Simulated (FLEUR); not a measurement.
FLEUR run on LaAl₂Cu₃ (Cmmm, 6 atoms in the cell): self-consistent single point.

Method of the run: PBEsol, all-electron FLAPW (FLEUR), scalar-relativistic valence in FLEUR.

The change in words: lattice scaled by 0.98. Reference geometry:
```xyz
6
Lattice="2.6880 -4.5143 0.0000 2.6880 4.5143 0.0000 0.0000 0.0000 4.1709" Properties=species:S:1:pos:R:3 pbc="T T T"
La     0.0000     0.0000     0.0000
Al     1.3440    -2.2571     2.0854
Al     1.3440     2.2571     2.0854
Cu     2.6880    -1.4544     0.0000
Cu     2.6880     1.4544     0.0000
Cu     2.6880     0.0000     2.0854
```

Reference input (self-consistent single point, DFT, PBEsol, all-electron FLAPW (FLEUR), scalar-relativistic valence): Kmax = 4.3 1/bohr; GmaxXC = 17.2 1/bohr; xcFunctional = PBEs; jspins = 1; l_soc = F; mode = hist; fermiSmearingEnergy = 0.00367493 Htr; mesh (inpgen div1-3) = 5 5 6; inpgen gamma flag = true; Gmax = 17.2 1/bohr; numbands = 0; maxIterBroyd = 15. This run's input differs from it in these lines:

```diff
@@ -3,5 +3,5 @@
 &input film=f /
-5.0795932716 -8.5307074964 0.0000000000
-5.0795932716 8.5307074964 0.0000000000
-0.0000000000 0.0000000000 7.8818473548
+4.9780015952 -8.3600935733 0.0000000000
+4.9780015952 8.3600935733 0.0000000000
+0.0000000000 0.0000000000 7.7242101810
 1.0
@@ -48,5 +48,5 @@
          <bravaisMatrix>
-            <row-1>    5.0795932716000003    -8.5307074963999998     0.0000000000000000</row-1>
-            <row-2>    5.0795932716000003     8.5307074963999998     0.0000000000000000</row-2>
-            <row-3>    0.0000000000000000     0.0000000000000000     7.8818473547999996</row-3>
+            <row-1>    4.9780015952000003    -8.3600935733000004     0.0000000000000000</row-1>
+            <row-2>    4.9780015952000003     8.3600935733000004     0.0000000000000000</row-2>
+            <row-3>    0.0000000000000000     0.0000000000000000     7.7242101810000001</row-3>
          </bravaisMatrix>
```

The program printed (abridged):

```
 Iteration:     1   Distance:      48.79969984 me/bohr^3
 Iteration:     2   Distance:      21.12227014 me/bohr^3
 Iteration:     3   Distance:       8.04208936 me/bohr^3
 Iteration:     4   Distance:       6.14049931 me/bohr^3
 Iteration:     5   Distance:       6.23284837 me/bohr^3
   [... 15 lines left out ...]
 Iteration:    21   Distance:       0.00031147 me/bohr^3
 Iteration:    22   Distance:       0.00004282 me/bohr^3
 Iteration:    23   Distance:       0.00001018 me/bohr^3
 Iteration:    24   Distance:       0.00000623 me/bohr^3
 Reset of history
 Run finished successfully
 Stop message:
   Structural relaxation: new displacements generated

[file out, last iteration]
             iter=     25
[...]
          total density-effective poten   -2.2944174096E+04
          total charge density-energy d   -4.3607843958E+02
 Updated energy parameters for spin:           1
[...]
 fermi energy and band-weighting factors:

[...]
FERMIE:
          first approx. to ef    (T=0)  :   0.373549 htr   (energy of the highest occ. eigenvalue)
          number of occ. states  (T=0)  :        902
          first approx. to seigv (T=0)  :   7.454229 htr
          sum of weights of occ. states :  25.013333
          sum of semicore charge        :   0.000000 e
FERHIS:  Fermi-Energy by histogram:
          bandgap                     :   0.000358 htr
   [... lines left out ...]
          charge neutrality (T=0)     :   0.026667    (zero if the highest occ. eigenvalue is "entirely" occupied)
     EF_NEWTON:  Adjust Fermi-Energy by Newton-Method.
 Direct bandgap for spin            1 :    9.6466155096078254E-003  Htr
 ---->    free energy=                    -13940.2751422989 htr
   [... lines left out ...]
 TOTAL FORCE FOR ATOM TYPE=  2  X=  2.489   Y= -4.180   Z=  3.862
                       FX_TOT= 0.000000 FY_TOT= 0.000000 FZ_TOT= 0.000000
 TOTAL FORCE FOR ATOM TYPE=  3  X=  0.000   Y=  5.667   Z=  0.000
                       FX_TOT= 0.000000 FY_TOT=-0.000246 FZ_TOT= 0.000000
 TOTAL FORCE FOR ATOM TYPE=  4  X=  4.978   Y=  0.000   Z=  3.862
                       FX_TOT= 0.000000 FY_TOT= 0.000000 FZ_TOT= 0.000000
```

The run converged in 24 iterations. FLEUR gives forces in its relaxation mode, with a further iteration, so its stop message speaks of a relaxation. Against the reference run the free energy rises by 5.5 meV/atom and the largest force goes from 0.004 to 0.013 eV/Å.

The starting cell comes from a database of computed structures (which also holds hypothetical and non-ambient phases and stackings), without a prior relaxation at this level. Its lattice was rescaled by a random factor within 2.5 % of one. For this run, on top of that: lattice scaled by 0.98. Spin polarisation is off. Values depend on the basis (sphere radii, cutoffs, local orbitals), which need not be converged. The log's line on a gap gives a spacing of levels on this mesh, which the program prints for metals too.

Cost on one core of a shared machine: roughly 10 min.
